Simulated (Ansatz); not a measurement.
## A computed series for Al: element substitutions

The reference is Al in the fcc (Cu type) structure (space group Fm-3m, No. 225).

```yaml
crystal:
  lattice:
    - [0.00000, 2.00699, 2.00699]
    - [2.00699, 0.00000, 2.00699]
    - [2.00699, 2.00699, 0.00000]
  atoms:
    - { symbol: Al, position: [0.00000, 0.00000, 0.00000] }
```

Each row replaces one element on all its sites; cell and atoms are relaxed.

Levels (all Ansatz, an electronic-structure program, PAW, earlier PAW set): PBEsol (420 eV, no SOC); r2SCAN (500 eV, without spin-orbit coupling); PBEsol+SOC (420 eV, spin-orbit coupling included).

Pressures by level, all at the geometries relaxed with PBEsol:

| case | PBEsol | r2SCAN | PBEsol+SOC |
|---|---|---|---|
| base | 0.0 GPa | -1.6 GPa | 0.0 GPa |
| Al → Ti | 0.0 GPa | 4.8 GPa | 0.0 GPa |
| Al → Be | 0.0 GPa | 1.4 GPa | 0.0 GPa |

Single points use the geometry relaxed with PBEsol. Their cutoffs differ, which shifts pressures a little. Differences between runs with and without spin-orbit coupling are approximate. No phonon test of stability was made. As relaxed here, Be is a hypothetical phase, not in the database extracts checked. The runs without spin-orbit coupling are not spin-polarised. This is not the structure that Ti has at room temperature and ambient pressure.
